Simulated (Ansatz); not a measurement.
Ansatz (an electronic-structure program) run on Lu2AlCo3 (R3m, 6 atoms in the cell): self-consistent single point.

Method: LDA (PW92), default PAW files made with PBE (plane waves; Ansatz).

The change in words: lattice scaled by 0.98. Reference geometry:
```
CELL_PARAMETERS angstrom
      2.59108     1.49596     3.78806
     -2.59108     1.49596     3.78806
      0.00000    -2.99193     3.78806
ATOMIC_POSITIONS crystal
  Lu 0.37555 0.37555 0.37555
  Lu 0.62885 0.62885 0.62885
  Al 0.00000 0.00000 0.00000
  Co 0.50000 0.00000 0.00000
  Co 0.00000 0.50000 0.00000
  Co 0.00000 0.00000 0.50000
```

Reference input (self-consistent single point, DFT, LDA (PW92), plane waves, default PAW files made with PBE): basis.ecutwfc = 30.9 Ry; kpoints.mp_grid.grid = 5 5 5; hamiltonian.xc = lda; hamiltonian.pseudopotentials = {kind: paw} (the program's default PAW files); scf.occupations.method = fermi_dirac; scf.occupations.width = 0.0073 Ry. This run's input differs from it in these lines:

```diff
@@ -2,5 +2,5 @@
   lattice:
-    - [2.591084, 1.495964, 3.788058]
-    - [-2.591084, 1.495964, 3.788058]
-    - [0.000000, -2.991926, 3.788058]
+    - [2.539262, 1.466045, 3.712297]
+    - [-2.539262, 1.466045, 3.712297]
+    - [0.000000, -2.932087, 3.712297]
   atoms:
```

Log, with long lists cut:

```
SCF iter   1: F=—  HF=-44689.853214 eV  |F-HF|=—  |Δ(HF+E_count)|=         —  Δρ=2.39e-2  dr2=2.93e-1  ethr=1.77e-3  ⟨swp⟩=7.2  Hψ=5412  notcnv=0  defer=5
all-band conjugate gradients solve this SCF's bands
preconditioner: auto → Kerker (q_TF=auto, 2.833 Å⁻¹)
SCF iter   2: F=—  HF=-44689.829242 eV  |F-HF|=—  |Δ(HF+E_count)|=   2.40e-2  Δρ=9.09e-3  dr2=4.23e-2  ethr=2.81e-4  ⟨swp⟩=2.2  Hψ=2563  notcnv=0  defer=14
   [... lines left out ...]
SCF iter   7: F=—  HF=-44689.826306 eV  |F-HF|=—  |Δ(HF+E_count)|=   3.85e-6  Δρ=9.86e-5  dr2=4.13e-6  ethr=4.58e-8  ⟨swp⟩=2.2  Hψ=2143  notcnv=0  defer=14
SCF iter   8: F=—  HF=-44689.826305 eV  |F-HF|=—  |Δ(HF+E_count)|=   1.35e-6  Δρ=3.18e-5  dr2=6.05e-7  ethr=3.97e-9  ⟨swp⟩=3.5  Hψ=2891  notcnv=0  defer=14
SCF iter   9: F=—  HF=-44689.826304 eV  |F-HF|=—  |Δ(HF+E_count)|=   6.02e-7  Δρ=1.79e-5  dr2=1.44e-7  ethr=9.62e-11  ⟨swp⟩=13.1  Hψ=8301  notcnv=0
SCF iter  10: F=-44689.826304 eV  HF=-44689.826304 eV  |F-HF|=3.52e-8  |Δ(HF+E_count)|=   5.85e-8  Δρ=7.42e-6  dr2=2.97e-8  ethr=9.62e-11  ⟨swp⟩=6.7  Hψ=5656  notcnv=0
SCF 1 converged in 10 iterations: F = -44689.826304 eV  dr2 = 2.97e-8
Free energy (F): -44689.826304 eV
Internal energy: -44689.652234 eV  (E = F + TS)
E sigma→0 (E₀):  -44689.739269 eV
Entropy (-TS):   -0.174070 eV (-29.012 meV/atom)
Fermi energy:    18.268676 eV
--- Forces (eV/Å), atoms counted from 1 ---
  atom   1  Lu     0.00000000    -0.00000002    -0.17262224
  atom   2  Lu    -0.00000000    -0.00000000    -0.02558018
  atom   3  Al     0.00000000    -0.00000000    -0.00644670
  atom   4  Co    -0.04474182    -0.02583169     0.06821488
  atom   5  Co     0.04474182    -0.02583169     0.06821488
  atom   6  Co    -0.00000000     0.05166341     0.06821487
--- Stress (GPa, compression-positive) ---
        2.697534      -0.000000       0.000000
       -0.000000       2.697534       0.000000
        0.000000       0.000000       5.434171
  P = ⅓ Tr σ = 3.6097 GPa (36.097 kbar)
  The stress holds the Pulay correction. Without it, at fixed plane waves, as pw.x and ABINIT print it: P = 3.4547 GPa
```

The run converged in 10 iterations. Against the reference run the free energy drops by 5.6 meV/atom, the pressure goes from -5.22 to 3.61 GPa and the largest force goes from 0.250 to 0.173 eV/Å.

The starting cell comes from a database of computed structures (which also holds hypothetical and non-ambient phases and stackings), without a prior relaxation at this level. Its lattice was rescaled by up to half a per cent. One atom was moved a little off its site on purpose. For this run, on top of that: lattice scaled by 0.98. Spin polarisation is off. With a pressure of about 4 GPa the cell is away from its equilibrium volume at this level. Ansatz's pressure includes its estimate of the finite-basis (Pulay) stress.

Keys are those of Ansatz 0.2.
